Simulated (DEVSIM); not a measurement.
**illuminated GaAs p-on-n cell, one wavelength**

Structure: illuminated GaAs p-on-n cell, one wavelength, at 300 K.

| layer (left to right) | material | thickness (μm) | Nd (cm⁻³) | Na (cm⁻³) | τn (s) | τp (s) | absorption coefficient (cm⁻¹) |
|---|---|---|---|---|---|---|---|
| 1 | GaAs | 0.0560 | - | 5.3e17 | 1.6e-10 | 7.1e-10 | 28000 |
| 2 | GaAs | 3.70 | 1.6e15 | - | 9.7e-9 | 9.7e-9 | 28000 |

Left contact: ohmic, minority electron recombination velocity 100 cm/s. Right contact: ohmic, minority hole recombination velocity 10000 cm/s. Voltage is applied to the left contact. Recombination: SRH at mid-gap, radiative, Auger. Light enters at the left, 4.1e17 photons cm⁻² s⁻¹, one pass, no reflection. Mobility is constant in doping.

Constants are typed, rounded textbook-type inputs, not results; the design itself was drawn at random and stands for no fabricated device. Values at 300 K.

| parameter | GaAs |
|---|---|
| gap (eV) | 1.424 |
| affinity (eV) | 4.07 |
| permittivity | 12.9 |
| Nc (cm⁻³) | 4.7e17 |
| Nv (cm⁻³) | 9e18 |
| μn (cm²/Vs) | 8500 |
| μp (cm²/Vs) | 400 |
| B (cm³/s) | 2e-10 |
| Cn (cm⁶/s) | 1e-30 |
| Cp (cm⁶/s) | 1e-30 |

DEVSIM, 1D drift-diffusion, Boltzmann statistics, complete ionisation; no tunnelling, impact ionisation, image-force lowering or self-heating.

```
Property                                                   Value
---------------------------------------------------  -----------
Potential step across the device at zero bias            1.204 V
Largest field in the device at zero bias              42000 V/cm
Dark forward voltage at 1 A/cm²                          1.003 V
Dark forward voltage at 100 A/cm²                        1.175 V
Short-circuit current                                65.3 mA/cm²
Open-circuit voltage                                     0.922 V
Fill factor                                                 0.84
Largest power                                        50.4 mW/cm²
Share of generated pairs collected at short circuit        0.994
```

Current under light (generator sign):

```json
[
 {"V (V)": "0.00", "J (mA/cm²)": "65.3"},
 {"V (V)": "0.14", "J (mA/cm²)": "65.2"},
 {"V (V)": "0.30", "J (mA/cm²)": "65.1"},
 {"V (V)": "0.46", "J (mA/cm²)": "65.0"},
 {"V (V)": "0.62", "J (mA/cm²)": "64.7"},
 {"V (V)": "0.78", "J (mA/cm²)": "63.4"},
 {"V (V)": "0.80", "J (mA/cm²)": "62.7"},
 {"V (V)": "0.82", "J (mA/cm²)": "61.5"},
 {"V (V)": "0.84", "J (mA/cm²)": "59.3"},
 {"V (V)": "0.86", "J (mA/cm²)": "55.2"},
 {"V (V)": "0.88", "J (mA/cm²)": "47.6"},
 {"V (V)": "0.90", "J (mA/cm²)": "32.8"},
 {"V (V)": "0.92", "J (mA/cm²)": "3.66"},
 {"V (V)": "0.94", "J (mA/cm²)": "-54.6"}
]
```

Small-signal capacitance in reverse bias (quasi-static):

```tsv
V (V)	C (nF/cm²)
-0.04	11.3
-0.1	11.0
-0.2	10.6
-0.3	10.2
-0.4	9.82
-0.6	9.22
-0.8	8.72
-1	8.30
-1.3	7.76
-1.6	7.32
-2	6.83
```
